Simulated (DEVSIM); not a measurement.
System: illuminated Si n-on-p cell, one wavelength, at 350 K.

| layer (left to right) | material | thickness (μm) | Nd (cm⁻³) | Na (cm⁻³) | τn (s) | τp (s) | absorption coefficient (cm⁻¹) |
|---|---|---|---|---|---|---|---|
| 1 | Si | 0.630 | 1.2e18 | - | 1.4e-6 | 6.9e-8 | 7400 |
| 2 | Si | 38.0 | - | 1.5e16 | 6.3e-6 | 6.3e-6 | 7400 |

Left contact: ohmic, minority hole recombination velocity 20000 cm/s. Right contact: ohmic, minority electron recombination velocity 70 cm/s. Voltage is applied to the left contact. Recombination: SRH at mid-gap, radiative, Auger. Gap narrowing is on: ΔEg = 6.92 meV × (l + √(l² + 0.5)), l = ln(N/1.3e17 cm⁻³), shared equally by both band edges. Light enters at the left, 2.8e16 photons cm⁻² s⁻¹, one pass, no reflection. Mobility is constant in doping.

Constants are typed, rounded textbook-type inputs, not results; the design itself was drawn at random and stands for no fabricated device. Values at 300 K; Nc and Nv go as T^1.5, mobilities as T to minus their exponent, the gap by Varshni's rule with the affinity fixed.

```tsv
parameter	Si
gap (eV)	1.124
affinity (eV)	4.05
permittivity	11.7
Nc (cm⁻³)	2.86e19
Nv (cm⁻³)	3.1e19
μn (cm²/Vs)	1417
μp (cm²/Vs)	470
T exponent of μn	2.3
T exponent of μp	2.2
B (cm³/s)	4.7e-15
Cn (cm⁶/s)	2.8e-31
Cp (cm⁶/s)	9.9e-32
Varshni α (eV/K)	0.000473
Varshni β (K)	636
```

Simulated with DEVSIM: 1D drift-diffusion, Boltzmann statistics, complete ionisation; no tunnelling, impact ionisation, image-force lowering or self-heating.

The doping Na of layer 2 was swept, all else fixed.

```tsv
doping Na of layer 2 (cm^-3)	potential step across the device at zero bias (V)	largest power (mW/cm²)	largest field in the device at zero bias (V/cm)	dark forward voltage at 1 A/cm² (V)
4.5e14	0.649	1.12	55000	0.574
1.5e15	0.685	1.26	56000	0.594
4.5e15	0.719	1.37	60000	0.604
1.5e16	0.755	1.46	73000	0.612
4.5e16	0.788	1.51	100000	0.618
1.5e17	0.822	1.54	180000	0.622
4.5e17	0.848	1.54	280000	0.623
```

From the first row to the last the potential step across the device at zero bias goes from 0.649 to 0.848. From the first row to the last the largest power goes from 1.12 to 1.54.
